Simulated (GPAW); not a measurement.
Input and output of a self-consistent single point for CaMg3 (P1, 4 atoms in the cell) (GPAW).

Method: PBEsol, GPAW PAW datasets PBEsol (made by gpaw-setup) (plane waves; GPAW 25.7.0).

The change in words: atoms moved at random. Reference geometry:
```yaml
crystal:
  lattice:
    - [3.40907, 0.00000, 0.00000]
    - [-1.70453, 2.95234, 0.00000]
    - [0.00000, 0.00000, 10.88068]
  atoms:
    - { symbol: Ca, position: [0.00000, 0.00000, 0.50000] }
    - { symbol: Mg, position: [0.00000, 0.00000, 0.00000] }
    - { symbol: Mg, position: [0.66667, 0.33333, 0.76455] }
    - { symbol: Mg, position: [0.66667, 0.33333, 0.23545] }
```

Reference input (self-consistent single point, DFT PBEsol, plane waves, GPAW PAW datasets PBEsol (made by gpaw-setup)): mode = pw; ecut = 800 eV; xc = PBEsol; kpts = 9 9 3; mesh shift (steps) = 0 0 0; occupations.name = methfessel-paxton; occupations.width = 0.1 eV; occupations.order = 0; nbands = -12; convergence.density = 1e-05 e/electron; convergence.energy = 1e-05 eV/electron; symmetry.symmorphic = false. This run's input differs from it in these lines:

```diff
@@ -8,6 +8,6 @@
                     [0.000000, 0.000000, 10.880680]],
-              scaled_positions=[[0.000000, 0.000000, 0.500000],
-                                [0.000000, 0.000000, 0.000000],
-                                [0.666667, 0.333333, 0.764550],
-                                [0.666667, 0.333333, 0.235450]],
+              scaled_positions=[[0.011792, 0.006306, 0.500178],
+                                [-0.013233, -0.013662, -0.000846],
+                                [0.663289, 0.329072, 0.765423],
+                                [0.671487, 0.344950, 0.235245]],
               pbc=True)
```

Log, with long lists cut:

```
     iter     time        total  log10-change:
                         energy   eigst   dens
iter:   1 --:--:--    -7.270964
iter:   2 --:--:--    -7.480607   -0.36  -1.52
iter:   3 --:--:--    -7.446665   -1.27  -1.57
iter:   4 --:--:--    -7.443112   -2.49  -1.64
iter:   5 --:--:--    -7.434360   -2.24  -1.67
iter:   6 --:--:--    -7.437700   -3.34  -2.18
iter:   7 --:--:--    -7.425146   -3.82  -2.21
iter:   8 --:--:--    -7.424883   -5.10  -2.93
iter:   9 --:--:--    -7.423584   -4.55  -3.07
iter:  10 --:--:--    -7.423579   -5.81  -3.58
iter:  11 --:--:--    -7.423573c  -6.77  -3.68
iter:  12 --:--:--    -7.423567c  -7.13  -3.73
iter:  13 --:--:--    -7.423565c  -7.06  -3.79
iter:  14 --:--:--    -7.423565c  -6.62  -3.92
iter:  15 --:--:--    -7.423565c  -7.59c -4.17
iter:  16 --:--:--    -7.423563c  -7.20  -4.23
iter:  17 --:--:--    -7.423563c  -8.41c -4.65
iter:  18 --:--:--    -7.423564c  -8.63c -4.75
iter:  19 --:--:--    -7.423564c  -9.61c -5.11c
Converged after 19 iterations.

Dipole moment: (2.840036, -1.683200, 0.342956) |e|*Ang

Energy contributions relative to reference atoms: (reference = -34800.608574)

Kinetic:         -5.591609
Potential:      +11.693484
External:        +0.000000
XC:             -12.831257
Entropy (-ST):   -0.019222
Local:           -0.684571
SIC:             +0.000000
--------------------------
Free energy:     -7.433175
Extrapolated:    -7.423564

Showing only first 2 kpts
 Kpt  Band  Eigenvalues  Occupancy
  0    18     -0.75268    2.00000
  0    19      2.38372    2.00000
  0    20      2.48389    2.00000
  0    21      5.94688    0.00000

  1    18     -0.06367    2.00000
  1    19      1.11342    2.00000
  1    20      3.63712    0.00011
  1    21      5.69249    0.00000

Fermi level: 3.36306

No gap
No difference between direct/indirect transitions
Energy (eV): -7.423564

Forces in eV/Ang:
  0 Ca   -0.01960   -0.00493    0.00408
  1 Mg    0.01111    0.03630    0.02821
  2 Mg    0.00444    0.00007   -0.02742
  3 Mg    0.00407   -0.03143   -0.00485

Stress tensor:
     0.000528    -0.000389    -0.000040
    -0.000389     0.000099     0.000086
    -0.000040     0.000086     0.007928
Stress (GPa, Voigt): [ 0.0847  0.0159  1.2702  0.0138 -0.0063 -0.0623]
```

The run converged in 19 iterations. GPAW prints stress with tension positive. Against the reference run the free energy hardly moves (within 1 meV/atom), the pressure stays at -0.46 GPa and the largest force goes from 0.004 to 0.047 eV/Å.

The starting cell comes from a database of computed structures (which also holds hypothetical and non-ambient phases and stackings), without a prior relaxation at this level. For this run, on top of that: atoms moved at random.

Cost on one core of a shared machine: roughly 4 min.
